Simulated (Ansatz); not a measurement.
The parent structure is Sc in the hcp (Mg type) structure (space group P6_3/mmc, No. 194; a = 3.318 Å, c = 5.186 Å; relaxed with 0.1 eV smearing). Axes: x lies along a and z along c of the hexagonal cell.

Calculations: Ansatz (a first-principles code) PBE, no SOC.

One thing is altered: every lattice vector is stretched by 2.00 %, atoms relaxed at fixed cell.

### Question
Predict the stress tensor and what it implies for the stiffness.

### Answer
Stress of the strained cell less that of the base (GPa, compression positive):
```
   -2.9     0.0     0.0
    0.0    -2.9     0.0
    0.0     0.0    -2.8
```

Then B = −ΔP/(ΔV/V₀) with ΔV/V₀ = 0.0612 gives secant stiffness values (nonlinear terms included at this strain): B (at held cell shape, above the free-shape value) ≈ 47 GPa.

As a check, the harmonic strain energy −½ V₀ Δσ:ε is 13 meV/atom; the computed energy rise is 14 meV/atom.

Stability against distortions was not tested. The final runs are not spin-polarised.
